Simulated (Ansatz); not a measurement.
Band structure of YAu (Cmcm, 4 atoms in the cell).

```yaml
crystal:
  lattice:
    - [1.87299, -5.47202, 0.00000]
    - [1.87299, 5.47202, 0.00000]
    - [0.00000, 0.00000, 4.64123]
  atoms:
    - { symbol: Y, position: [0.86155, 0.13845, 0.75000] }
    - { symbol: Y, position: [0.13845, 0.86155, 0.25000] }
    - { symbol: Au, position: [0.58712, 0.41288, 0.75000] }
    - { symbol: Au, position: [0.41288, 0.58712, 0.25000] }
```

Method: PBEsol, PAW files made with PBE (plane waves; Ansatz, an electronic-structure program).

Settings: kpoints.mp_grid.grid = 6 6 5; hamiltonian.xc = pbesol; hamiltonian.pseudopotentials = {kind: paw} (the program's default PAW files); scf.occupations.method = fermi_dirac; scf.occupations.width = 0.0073 Ry; kpoints.band_path.npoints = 8.

The starting cell comes from a database of computed structures (which also holds hypothetical and non-ambient phases and stackings), without a prior relaxation at this level. Spin-orbit coupling is off.

Levels in eV from the Fermi level, bands 27 to 34:
```json
[
 {"point": "Γ", "27": "-3.90", "28": "-3.20", "29": "-0.38", "30": "0.77", "31": "0.95", "32": "1.49", "33": "1.55", "34": "2.21"},
 {"point": "X", "27": "-3.75", "28": "-2.37", "29": "-2.27", "30": "-0.82", "31": "-0.36", "32": "0.52", "33": "1.39", "34": "2.52"},
 {"point": "S", "27": "-3.55", "28": "-2.98", "29": "-1.18", "30": "-1.11", "31": "-0.75", "32": "0.21", "33": "1.14", "34": "2.31"},
 {"point": "R", "27": "-3.30", "28": "-3.30", "29": "-0.59", "30": "-0.59", "31": "0.23", "32": "0.23", "33": "0.88", "34": "0.88"},
 {"point": "A", "27": "-3.28", "28": "-3.28", "29": "-0.68", "30": "-0.68", "31": "0.10", "32": "0.10", "33": "1.14", "34": "1.14"},
 {"point": "Z", "27": "-3.96", "28": "-3.96", "29": "-0.56", "30": "-0.56", "31": "0.66", "32": "0.66", "33": "1.22", "34": "1.22"},
 {"point": "Y", "27": "-4.14", "28": "-4.12", "29": "-0.13", "30": "0.36", "31": "0.77", "32": "1.21", "33": "1.82", "34": "2.69"},
 {"point": "X1", "27": "-3.75", "28": "-2.37", "29": "-2.27", "30": "-0.82", "31": "-0.36", "32": "0.52", "33": "1.39", "34": "2.52"},
 {"point": "A1", "27": "-3.28", "28": "-3.28", "29": "-0.68", "30": "-0.68", "31": "0.10", "32": "0.10", "33": "1.14", "34": "1.14"},
 {"point": "T", "27": "-3.78", "28": "-3.78", "29": "-2.31", "30": "-2.31", "31": "1.32", "32": "1.32", "33": "2.01", "34": "2.01"}
]
```

Bands cross the Fermi level along this path, so the cell is metallic at this level.

Keys are those of Ansatz 0.2.
